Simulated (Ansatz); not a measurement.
Start from Ti in the hcp (Mg type) structure (space group P6_3/mmc, No. 194; relaxed with 0.1 eV smearing).

Ti is modelled in the hexagonal space group P6₃/mmc (No. 194), the hcp (Mg type) structure, Pearson symbol hP2. Conventional cell: a = b = 2.9398 Å, c = 4.6540 Å, α = β = 90.00°, γ = 120.00°. Ti on 2c is surrounded by 12 Ti at 2.880–2.940 Å (anticuboctahedral). (Neighbours: up to the widest gap in distance over summed covalent radii, below 1.35, at either atom.)

Level of theory: Ansatz (a program for electronic structure) PBE, without spin-orbit coupling.

Before the change:

| Item | Value |
|---|---|
| Pressure | 0.0 GPa |
| Band gap | zero |

It is then changed as follows: an isotropic linear strain of −2.50 %; the atoms relax in the strained cell.

### Question
Estimate the effect on the pressure, energy relative to the base and band gap.

### Answer
The pressure (mean of the normal stresses, compression positive) goes from zero to 9.6 GPa; the energy grows by 36 meV/atom; the band gap remains zero.

Stability against distortions was not tested. The final runs are not spin-polarised.
